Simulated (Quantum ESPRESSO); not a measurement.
Troubleshooting Quantum ESPRESSO: a failed run on ScAg₃ (Fm-3m, 4 atoms in the cell). The aim is a self-consistent single point with DFT, LDA (PZ), plane waves, GBRV 1.5 ultrasoft (LDA) pseudopotentials.

Cell that was meant: a = 4.6528 Å, b = 4.6528 Å, c = 4.6528 Å, α = 60.00°, β = 60.00°, γ = 60.00°.

Part of the input:

```fortran
&SYSTEM
   ibrav = 0,
   nat = 4,
   ntyp = 1,
   ecutwfc = 50,
   ecutrho = 400,
   occupations = 'smearing',
```

Log, with long lists cut:

```
     This program is part of the open-source Quantum ESPRESSO suite
     for quantum simulation of materials; please cite

Warning: card AG   107.8682  AG_LDA_V1.4.USPP.F.UPF ignored

 %%%%%%%%%%%%%%%%%%%%%%%%%%%%%%%%%%%%%%%%%%%%%%%%%%%%%%%%%%%%%%%%%%%%%%%%%%%%%%
     Error in routine read_cards (2):
     species Ag in ATOMIC_POSITIONS is nonexistent
 %%%%%%%%%%%%%%%%%%%%%%%%%%%%%%%%%%%%%%%%%%%%%%%%%%%%%%%%%%%%%%%%%%%%%%%%%%%%%%

     stopping ...
```

Problem. From the messages shown, name the fault and mend the input.

Solution. The fault is a species count that does not match the list of species. The number of species decides how many lines of the species card are read. To fix it, make the count match the list. The program stopped before any SCF iteration.

The sound input it was made from differs as follows (other fixes are possible):
```diff
-   ntyp = 1,
+   ntyp = 2,
```

With that input, the run converged in 12 iterations: free energy E − TS -13354.1306 eV; Fermi level (on the code's own zero) 15.71 eV; pressure -4.74 GPa (DFT, LDA (PZ), plane waves, GBRV 1.5 ultrasoft (LDA) pseudopotentials).

On the sound input: the starting cell comes from a database of computed structures (which also holds hypothetical and non-ambient phases and stackings), without a prior relaxation at this level. Its lattice was rescaled by a random factor within 2.5 % of one. With a pressure of about -5 GPa the cell is away from its equilibrium volume at this level.
